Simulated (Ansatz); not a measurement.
We consider InGaZnO₄ (R3m, No. 160, 7 atoms in the cell; start mp-1215688), described by HSE06 in Ansatz (PAW).

Numerical settings: plane-wave cutoff 460 eV, 8×8×8 k mesh, Fermi–Dirac smearing 0.01 eV, scalar-relativistic PAW data made under PBE.

Cell (relaxed with PBEsol):

```xyz
7
Lattice="1.6573 0.9568 8.5835 -1.6573 0.9568 8.5835 0.0000 -1.9137 8.5835" Properties=species:S:1:pos:R:3 pbc="T T T"
Zn     0.0000     0.0000     5.6313
In     0.0000     0.0000     0.0758
Ga     0.0000     0.0000    20.2692
O      0.0000     0.0000     7.5986
O      0.0000     0.0000    18.3148
O      0.0000     0.0000     3.1202
O      0.0000     0.0000    22.2415
```

Problem. Give the computed band gap.

Solution. 
- band gap: 2.99 eV (on the SCF k mesh)

Note: cell and atoms aren't relaxed at this level (largest force component 0.24 eV/Å, pressure -0.3 GPa).

Spin–orbit coupling is not included.

Computed values are for the static lattice.

Computing time: roughly 23 core-minutes.

A start named mp-… is a Materials Project structure, which need not be a measured phase.

Ansatz is an electronic-structure program.
